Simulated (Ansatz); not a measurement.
Base system: TiS₂ in the CdI2 type structure (space group P-3m1, No. 164; layered, stacked along the Cartesian z axis).

```cif
data_S2Ti
_chemical_formula_sum 'Ti1 S2'
_space_group_name_H-M_alt 'P 1'
_space_group_IT_number 1
_cell_length_a 3.29803
_cell_length_b 3.29803
_cell_length_c 5.34013
_cell_angle_alpha 90.000
_cell_angle_beta 90.000
_cell_angle_gamma 120.000
loop_
_space_group_symop_operation_xyz
  'x, y, z'
loop_
_atom_site_label
_atom_site_type_symbol
_atom_site_fract_x
_atom_site_fract_y
_atom_site_fract_z
_atom_site_occupancy
Ti1 Ti 0.00000 0.00000 0.00000 1
S1 S 0.33333 0.66667 0.26875 1
S2 S 0.66667 0.33333 0.73125 1
```

The values are results of Ansatz (an electronic-structure program), PBEsol-D3(BJ), PAW, cutoff 420 eV, without spin-orbit coupling, not measurements.

Before the change:

- Lattice parameter a = 3.298 Å

Perturbation: hydrostatic tension (pressure −2 GPa).

Question: Predict the new lattice parameter a.

Answer: The lattice parameter a goes up by 0.032 Å, from 3.298 Å to 3.330 Å.

Load acts through the strain it causes; cell and atoms are relaxed under it. Stability against distortions was not tested. All final runs are without spin polarisation.
